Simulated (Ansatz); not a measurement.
For CsCl-type CaO (model structure) (like a known high-pressure phase), PBE-D4 in Ansatz (PAW) gives:

```
Quantity                        Value
---------------------  --------------
lattice constant a            2.914 Å
enthalpy of formation  -2.587 eV/atom
```

### Question
What does r²SCAN-D4 in Ansatz (plane waves, PAW) give for the same quantities?

### Answer

- lattice constant a: 2.896 Å (shrinks by 0.6 %)
- formation enthalpy: -2.781 eV/atom (moves by -0.194 eV/atom)

Changes are worked out from the printed values.

Unless a cell is named, each level is at its own relaxed cell (PBE-D4 12.37, r²SCAN-D4 12.14 Å³/atom).

Caveats: a distance lies near a switch of the dispersion term, which can move the cell (PBE-D4, r²SCAN-D4). Ansatz's density-functional and Hartree–Fock values are scalar-relativistic unless marked +SOC, with PAW data made under PBE.

A model structure was made by putting elements into a prototype or built by hand; it is no filed structure, need not be a known phase, and can be a saddle point held by its symmetry.

Ansatz is a program for electronic structure.
